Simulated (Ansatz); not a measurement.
**GaAs: response to strain**

Consider GaAs in the zinc blende structure (space group F-43m, No. 216; a = 5.667 Å). Axes: x, y, z lie along the cube axes.

Strains are applied to the cell and any free atomic positions relax; under biaxial strain the out-of-plane vector relaxes too.

Computed with r2SCAN, PAW, 500 eV (Ansatz, an electronic-structure program; scalar-relativistic without spin-orbit coupling).

```tsv
biaxial strain, plane normal [001], relaxed out of plane (%)	out-of-plane strain (%)
0	0.00
0.5	?
1	-0.85
1.5	-1.29
2	-1.72
2.5	-2.16
3	-2.60
```

### Question
Fit ε⊥ = −νε + γε² (strains in %) to the rows shown and predict the withheld row.

### Answer
Least squares on the printed values gives ν = 0.85 (the biaxial Poisson response) and γ = -0.006 (largest residual 0.00 %); this predicts -0.43 %, and the run gives -0.42 %, in agreement.

No phonon test of stability was made.
